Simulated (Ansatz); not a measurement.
The starting structures come from a database of crystals and need not be the phases stable at ambient conditions.

By PBEsol, the system below comes out a metal.

Without scattering a metal conducts by its projected Fermi surface.

Consider the following.

```xyz
8
Lattice="4.4704 0.0000 0.0000 0.0000 5.2659 0.0000 0.0000 0.0000 6.1594" Properties=species:S:1:pos:R:3 pbc="T T T"
Zr     1.1176     0.7450     5.0696
Zr     3.3528     4.5208     1.0898
Zr     3.3528     3.3779     4.1696
Zr     1.1176     1.8879     1.9899
Rh     1.1176     4.3705     2.7964
Rh     3.3528     0.8954     3.3630
Rh     3.3528     1.7376     0.2833
Rh     1.1176     3.5283     5.8761
```

The cell is taken as given; by PBEsol it stands under a pressure of -4.2 GPa.

The current flows along the normal of the first two printed cell vectors. No spin-orbit coupling; the value is a mean over 0.1 eV about the Fermi level.

Problem. Give the ballistic conductance per area that PBEsol (Ansatz, an electronic-structure program) yields.

Solution. 0.37 × 10¹⁵ S/m² for both spins.
